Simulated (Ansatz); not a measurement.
Structures of equal composition on the (111) surface of fcc Pd: a layer of Cu in place of the second plane; a layer of Cu in place of the third plane. The slabs share one bottom face, and each structure is named by its start. These are constructed structures in small cells; real faces may alloy, dewet or reconstruct in larger ones, and not all known structures of the face are among them. Slabs of about 11 Å with all that they carry, Fermi-Dirac smearing of 0.1 eV. Bottom of the slabs: a bare face, its two planes held. Relaxed from the named starts with such symmetry as they have, on meshes of like density; energies extrapolated to zero smearing; no spin-orbit coupling, no U. Spin-polarised runs, if any, are marked in brackets, and their order is one that fits the cell; the others ran without spin.

The numbers are results of PBE (plane waves to 420 eV, PAW; Ansatz, a first-principles code), not measurements.

Q: Rank these by energy per 1x1 cell (lowest first), as PBE gives it.

A: a layer of Cu in place of the second plane (0.000 eV), a layer of Cu in place of the third plane (0.090 eV)
